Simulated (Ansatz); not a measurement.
Take HfN in the rock salt structure (space group Fm-3m, No. 225; a = 4.468 Å; relaxed with 0.1 eV smearing) as the base. Axes: x, y, z lie along the cube axes.

All numbers come from LDA/PAW in Ansatz (a program for electronic structure), no spin-orbit coupling.

Strains are applied to the cell and any free atomic positions relax.

One change was made to it. Results:

The energy grows by 5.0 meV/atom; the pressure (mean of the normal stresses, compression positive) goes from zero to -4.2 GPa.

Task: Name the change that was made.
(A) uniaxial strain ε_zz = −2.00 %
(B) uniaxial strain ε_zz = −3.00 %
(C) uniaxial strain ε_zz = −2.50 %
(D) uniaxial strain ε_zz = +1.50 %
(E) uniaxial strain ε_zz = +1.00 %

Result: D, uniaxial strain ε_zz = +1.50 %. For comparison, the energy relative to the base in the other runs: uniaxial strain ε_zz = −3.00 % gives +24 meV/atom; uniaxial strain ε_zz = −2.50 % gives +16 meV/atom; uniaxial strain ε_zz = −2.00 % gives +10 meV/atom; uniaxial strain ε_zz = +1.00 % gives +2.3 meV/atom.

Whether these cells are dynamically stable was not tested. The final runs are not spin-polarised. An odd electron count without spin: HfN.
